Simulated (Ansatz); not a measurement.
```xyz
2
Lattice="2.7519 0.0000 0.0000 -1.3759 2.3832 0.0000 0.0000 0.0000 4.4623" Properties=species:S:1:pos:R:3 pbc="T T T"
Re     1.3759     0.7944     3.3467
Re     0.0000     1.5888     1.1156
```

No spin polarisation.

Computed with plane-wave PAW DFT at the PBEsol level (Ansatz, a program for electronic structure, 420 eV), no spin-orbit coupling. Settings: 24×24×13 k-points, 0.1 eV Fermi–Dirac smearing.

Problem. Predict the space group, pressure and band gap.

Solution. The space group is P6_3/mmc (No. 194), the pressure (mean of the normal stresses, compression positive) is -1.9 GPa and the band gap is zero.

The cells carry an imposed strain or load. No phonon test of stability was made. The final runs are not spin-polarised. The cell was made from Re in the hcp (Mg type) structure (space group P6_3/mmc, No. 194) by this change: uniaxial strain ε_zz = +0.50 %.
